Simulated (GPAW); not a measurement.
Input and output of a self-consistent single point for CuAu (P4mm, 2 atoms in the cell) (GPAW).

Level of theory: PBEsol, GPAW PAW datasets PBEsol (made by gpaw-setup) (plane waves; GPAW).

```yaml
crystal:
  lattice:
    - [2.81400, 0.00000, 0.00000]
    - [0.00000, 2.81400, 0.00000]
    - [0.00000, 0.00000, 3.68835]
  atoms:
    - { symbol: Cu, position: [0.00000, 0.00000, 0.01356] }
    - { symbol: Au, position: [0.50000, 0.50000, 0.50000] }
```

Reference input (self-consistent single point, DFT PBEsol, plane waves, GPAW PAW datasets PBEsol (made by gpaw-setup)): mode = pw; ecut = 850 eV; xc = PBEsol; kpts = 5 5 4; mesh shift (steps) = 0 0 0; occupations.name = fermi-dirac; occupations.width = 0.1 eV; nbands = -8; convergence.density = 1e-05 e/electron; convergence.energy = 1e-05 eV/electron; symmetry.symmorphic = false; symmetry.tolerance = 0.0005. This run's input differs from it in these lines:

```diff
@@ -16,3 +16,3 @@
             occupations={'name': 'fermi-dirac', 'width': 0.1},
-            nbands=-8,
+            nbands=11,
             convergence={'density': 1e-05, 'energy': 1e-05},
```

Output (repeated stretches shortened):

```
     iter     time        total  log10-change:
                         energy   eigst   dens
iter:   1 --:--:--    -8.865898
iter:   2 --:--:--    -8.514741   -1.38  -1.26
iter:   3 --:--:--    -8.390183   +0.32  -1.28
iter:   4 --:--:--    -7.749352   -1.00  -1.72
iter:   5 --:--:--    -9.455545   +0.36  -1.81
   [... 15 lines left out ...]
iter:  21 --:--:--    -7.582866   -2.68  -3.78
iter:  22 --:--:--    -7.582725   -3.29  -3.48
iter:  23 --:--:--    -7.583038   -3.30  -3.78
iter:  24 --:--:--    -7.583152   -3.43  -3.60
iter:  25 --:--:--    -7.583149c  -3.38  -3.58
iter:  26 --:--:--    -7.583278c  -3.43  -3.69
   [... lines left out ...]
iter: 150 --:--:--    -7.593296c  -4.70  -5.29c

Did not converge!

Here are some tips:

1) Make sure the geometry and spin-state is physically sound.
2) Use less aggressive density mixing.
3) Solve the eigenvalue problem more accurately at each scf-step.
4) Use a smoother distribution function for the occupation numbers.
5) Try adding more empty states.
6) Use enough k-points.
7) Don't let your structure optimization algorithm take too large steps.
8) Solve the Poisson equation more accurately.
9) Better initial guess for the wave functions.

See details here:

    https://gpaw.readthedocs.io/documentation/convergence.html
Traceback (most recent call last):
   [... frames left out ...]
gpaw.KohnShamConvergenceError: Did not converge!  See text output for help.
```

The run ended unconverged after 150 iterations. 

The starting cell has typed, rounded lattice constants, without a prior relaxation at this level. Its lattice was rescaled by up to half a per cent. One atom was moved a little off its site on purpose.

Cost on one core of a shared machine: roughly 70 s.
